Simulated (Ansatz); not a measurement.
We consider GdOCl (P4/nmm, No. 129, 6 atoms in the cell; start mp-23050), described by PBEsol (Ansatz, an electronic-structure program, PAW).

Run with plane-wave cutoff 520 eV, 10×10×6 k mesh (along the axes of the cell as run), Fermi–Dirac smearing 0.01 eV, spin-polarised start, scalar-relativistic PAW data made under PBE.

Cell (relaxed with PBEsol):

Space group P4/nmm, origin choice 1 (No. 129); a = b = 3.899 Å, c = 6.650 Å, α = β = γ = 90.00°

```json
[
 {"atom": "Gd", "site": "2c", "symmetry": "4mm", "x": "0.5000", "y": "0.0000", "z": "0.1726"},
 {"atom": "Cl", "site": "2c", "symmetry": "4mm", "x": "0.0000", "y": "0.5000", "z": "0.3718"},
 {"atom": "O", "site": "2a", "symmetry": "-4m2", "x": "0.0000", "y": "0.0000", "z": "0.0000"}
]
```

Question: What does this level give for the band gap and smallest direct gap on the k points sampled?

Answer: 
band gap: 3.04 eV
smallest direct gap on the k points sampled: 3.09 eV

Note: the magnetic order was assumed, not searched for or taken from measurement; the 4f shell is treated without U or exact exchange, so its levels and filling can be wrong.

Spin–orbit coupling is not included.

Static lattice: no zero-point or thermal effects.

Cost on a shared machine: very roughly 3 core-minutes.

A start named mp-… is a Materials Project structure, which need not be a measured phase.
